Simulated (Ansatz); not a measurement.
An Ansatz (an electronic-structure program) run: Cu with a change (tensor shear ε_xy = −1.65 %); PBEsol in Ansatz (plane waves to 420 eV, PAW, no spin-orbit coupling).

Input:

Ansatz 0.2 input:
```yaml
crystal:
  lattice:
    - [-0.0294012434, 1.7818935366, 1.7818935366]
    - [1.7818935366, -0.0294012434, 1.7818935366]
    - [1.7524922932, 1.7524922932, 0]
  atoms:
    - { symbol: Cu, position: [0, 0, 0] }
basis: { ecutwfc: 420, ecutrho_ratio: 4, xc_grid: 2, fft_grid_basis: typed }
kpoints: { mp_grid: { grid: [22, 22, 22] } }
hamiltonian:
  xc: pbesol
  dispersion: none
  pseudopotentials: { kind: paw }
scf: { occupations: { method: fermi_dirac, width: 0.05 }, convergence: { dr2_threshold: 0.0000000001 } }
relax: { f_tol: 0.005, max_steps: 50 }
output: { forces: true, stress: true }
checkpoint: { write: state.ck, write_every: 1000 }
```

Output:

```
Relaxation: its limit of steps is 50 (relax.max_steps)
Pseudopotentials: kind: paw
Pseudopotential: Cu, paw, valence charge 19
Functional definition: PBEsol
Crystal: 1 atoms, lattice volume = 11.312 Å³
Basis set: ecut = 420 eV, 225 PW (Γ), exchange–correlation on 36×36×36 points (8 copies of the dense FFT grid, shifted against one another)
Bands: 14, of which v1, the nominal top of the filled ones, is band 10 counted from 1 (9 counted from 0)
Symmetry: 8 space group operations
Space group: Immm (ITA 71), of the structure as read, at distance tolerance 2.2e-5 Å
k-points: 1530 of 10648
PAW frozen core: Cu, regenerated for the run's functional, and the local potential with it
Initial density: superposition of atomic densities (neutral atoms: chi_scale 0, normalization atom), corrected by the library's trained network
Initial wavefunctions: pseudopotential atomic-orbital guess
Eigensolver: davidson
Functional: x = pbesol(κ = 0.804, μ = 0.12345679012345678), c = pbesol(β = 0.046)
SCF iter   1: F=—  HF=-6588.776957 eV  |F-HF|=—  |Δ(HF+E_count)|=         —  Δρ=2.04e-2  dr2=2.43e-2  ethr=1.77e-3  ⟨swp⟩=5.7  Hψ=108399  notcnv=0
all-band conjugate gradients solve this SCF's bands
preconditioner: auto → none
SCF iter   2: F=—  HF=-6588.771193 eV  |F-HF|=—  |Δ(HF+E_count)|=   5.76e-3  Δρ=9.93e-4  dr2=4.99e-5  ethr=1.28e-4  ⟨swp⟩=2.8  Hψ=46339  notcnv=0  defer=450
SCF iter   3: F=—  HF=-6588.771171 eV  |F-HF|=—  |Δ(HF+E_count)|=   2.24e-5  Δρ=9.41e-4  dr2=3.86e-5  ethr=2.63e-7  ⟨swp⟩=2.0  Hψ=35570  notcnv=0  defer=450
SCF iter   4: F=—  HF=-6588.771193 eV  |F-HF|=—  |Δ(HF+E_count)|=   2.28e-5  Δρ=6.53e-5  dr2=1.80e-7  ethr=2.03e-7  ⟨swp⟩=1.0  Hψ=20970  notcnv=0  defer=450
SCF iter   5: F=—  HF=-6588.771195 eV  |F-HF|=—  |Δ(HF+E_count)|=   2.02e-6  Δρ=2.77e-6  dr2=3.93e-10  ethr=9.48e-10  ⟨swp⟩=2.3  Hψ=30164  notcnv=0  defer=450
SCF iter   6: F=-6588.771195 eV  HF=-6588.771195 eV  |F-HF|=9.09e-13  |Δ(HF+E_count)|=  2.16e-10  Δρ=1.09e-7  dr2=4.31e-13  ethr=1.00e-12  ⟨swp⟩=4.2  Hψ=71270  notcnv=0
SCF 1 converged in 6 iterations: F = -6588.771195 eV  dr2 = 4.31e-13
relax step   1: F+E_penalty+E_count = -6588.77119535 eV  Δ(F+E_penalty+E_count) = +0.000e0 eV  max|allowed force component| = 0.000e0 eV/Å  Δτ_max = 0.0000 Å  (6 SCF iters, accepted)
SCF converged after 6 iterations
Free energy (F): -6588.771195 eV
Harris-Foulkes:  -6588.771195 eV  (|F-HF|=9.09e-13)
Internal energy: -6588.768984 eV  (E = F + TS)
E sigma→0 (E₀):  -6588.770090 eV
Entropy (-TS):   -0.002211 eV (-2.211 meV/atom)
Fermi energy:    17.535635 eV
--- Per-component energies (eV) ---
  E_band       = -345.510995
  E_kinetic    = 300.660624
  E_local      = -3970.569211  (includes V_loc(G=0)·N_el)
  E_nonlocal   = 391.061795
  E_hartree    = 1748.828634
  E_xc         = -89.409802
  E_vxc        = -115.900669  (∫ρ·V_xc dr)
  E_paw        = -1625.795999  (= ΣΔE_a)
  E_vpaw       = -448.421050  (= ΣTr[D̂ρ^β])
  E_aug_tail   = 0.000237  (compensation charges beyond the density's cutoff)
  E_ewald      = -3343.751464
  E_core_change = 0.206202  (= ΣΔE_core)
  E_smearing   = -0.002211  (= −TS)
  E_closure    = 0.000000  (closes the sum)
  Σ components = -6588.771195   (vs F -6588.771195, Δ=0.00e0)
  [band-id]    e_kinetic+e_local+e_nonlocal+2·e_hartree+e_vxc+e_vpaw+e_augmentation_tail = -345.511005   (vs E_band -345.510995, Δ=-9.97e-6)
--- Forces (eV/Å), atoms counted from 1 ---
  atom   1  Cu    -0.00000000     0.00000000     0.00000000
  max |Σ_I F_I| component: 1.23e-32 eV/Å
--- Stress (GPa, compression-positive) ---
        0.271221       3.341505      -0.000000
        3.341505       0.271221      -0.000000
       -0.000000      -0.000000       0.034967
  P = ⅓ Tr σ = 0.1925 GPa (1.925 kbar)
  The stress holds the Pulay correction. Without it, at fixed plane waves, as pw.x and ABINIT print it: P = 0.0708 GPa
  The stress includes an estimate of the error left by incomplete SCF convergence (largest component 0.0000 GPa).
--- Band table ---
  band table: none
--- Relaxed structure (1 steps of the walk, 1 accepted, 0 SCFs on fresh bases) ---
  F+E_penalty+E_count = -6588.77119535 eV   max|allowed force component| = 0.000e0 eV/Å
  atoms:
    - { symbol: Cu, position: [0.0, 0.0, 0.0] }
```

Without a gap, meshes like the base's 22×22×22 leave anisotropic stresses uncertain by several tenths of a GPa, and small strain energies with them. The cells carry an imposed strain or load. No phonon test of stability was made. The final runs are not spin-polarised. The cell was made from Cu in the fcc (Cu type) structure (space group Fm-3m, No. 225) by this change: tensor shear ε_xy = −1.65 %.
